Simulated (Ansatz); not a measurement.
**Converging the SCF threshold: Rb2NiF4 (I4mm, 7 atoms in the cell)**

```
Rb2NiF4
1.0
   -2.04798     2.04798     6.84926
    2.04798    -2.04798     6.84926
    2.04798     2.04798    -6.84926
Rb Ni F
2 1 4
Cartesian
  0.00000   0.00000   8.90581
  0.00000   0.00000   4.84270
  0.00000   0.00000   0.00000
  2.04798   0.00000   0.00000
  0.00000   2.04798   0.00000
  0.00000   0.00000  11.69620
  0.00000   0.00000   2.00231
```
Moments meant for the start (each program seeds them in its own way; μB, in the order of the atoms Rb Rb Ni F F F F): 0.0 0.0 2.0 0.0 0.0 0.0 0.0.

Computed with PBEsol, default PAW files made with PBE (plane waves; Ansatz, an electronic-structure program).

Base settings: basis.ecutwfc = 420 eV; kpoints.mp_grid.grid = 5 5 5; hamiltonian.xc = pbesol; hamiltonian.pseudopotentials = {kind: paw} (the program's default PAW files); magnetization.spin_polarized = true; scf.occupations.method = fermi_dirac; scf.occupations.width = 0.01 eV.

The mesh stays at the base's, so the ladder's end is converged at best in this setting alone.

Only quantities that move along the ladder and can be compared are tabulated.

The starting cell comes from a database of computed structures (which also holds hypothetical and non-ambient phases and stackings), without a prior relaxation at this level. Its lattice was rescaled by up to half a per cent. One atom was moved a little off its site on purpose. With one magnetic atom in the cell only a parallel order is possible.

| scf.convergence.dr2_threshold | largest difference of a force vector from the last step's (eV/Å) |
|---|---|
| 0.1 eV | 0.012 |
| 0.01 eV | 0.012 |
| 0.001 eV | 0.012 |
| 0.0001 eV | 0.000 |
| 1e-05 eV | 0.000 |
| 1e-06 eV | 0.000 |
| 1e-07 eV | 0.000 |
| 1e-08 eV | 0.000 |
| 1e-10 eV | 0.000 |
| 1e-12 eV | 0.000 |

Coarsest scf.convergence.dr2_threshold that holds the forces within 0.01 eV/Å of the last step, with all finer ones: 0.0001 eV; the step before is off by 0.012 eV/Å.

Keys are those of Ansatz 0.2.
